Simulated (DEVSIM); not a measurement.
System: Cr/SiO2/p-Ge capacitor, at 300 K.

```tsv
layer (left to right)	material	thickness (nm)	Na (cm⁻³)
1	SiO2	1.20	-
2	Ge	1900	9.9e16
```

Metal gate on the left, work function 4.5 eV. Fixed charge at the semiconductor interface 0 cm⁻² (in units of +e); interface traps 2e12 cm⁻² eV⁻¹, uniform in energy, neutral level at 0.5 of the gap above the valence band.

The device is made up for the run: typed textbook-type constants, with dimensions and the other settings drawn at random. Values at 300 K.

| parameter | SiO2 | Ge |
|---|---|---|
| gap (eV) | 9 | 0.664 |
| affinity (eV) | 0.9 | 4 |
| permittivity | 3.9 | 16 |
| Nc (cm⁻³) | - | 1.04e19 |
| Nv (cm⁻³) | - | 6e18 |

Simulated with DEVSIM: 1D Poisson equation in equilibrium, Boltzmann statistics, complete ionisation; no quantum confinement or tunnelling. Metal contacts follow the ideal Schottky-Mott rule: no Fermi-level pinning, no interface dipoles.

Task: Give the band bending (positive: bands bend down) and minority sheet density.

Result: 
```json
[
 {"Vg (V)": "-0.25", "ψs (V)": "-0.092", "minority carriers (cm⁻²)": "< 1e8"},
 {"Vg (V)": "-0.1", "ψs (V)": "-0.012", "minority carriers (cm⁻²)": "< 1e8"},
 {"Vg (V)": "0.05", "ψs (V)": "0.101", "minority carriers (cm⁻²)": "< 1e8"},
 {"Vg (V)": "0.2", "ψs (V)": "0.225", "minority carriers (cm⁻²)": "< 1e8"},
 {"Vg (V)": "0.35", "ψs (V)": "0.352", "minority carriers (cm⁻²)": "1.2e9"},
 {"Vg (V)": "0.5", "ψs (V)": "0.476", "minority carriers (cm⁻²)": "1.1e11"},
 {"Vg (V)": "0.65", "ψs (V)": "0.552", "minority carriers (cm⁻²)": "1.2e12"}
]
```
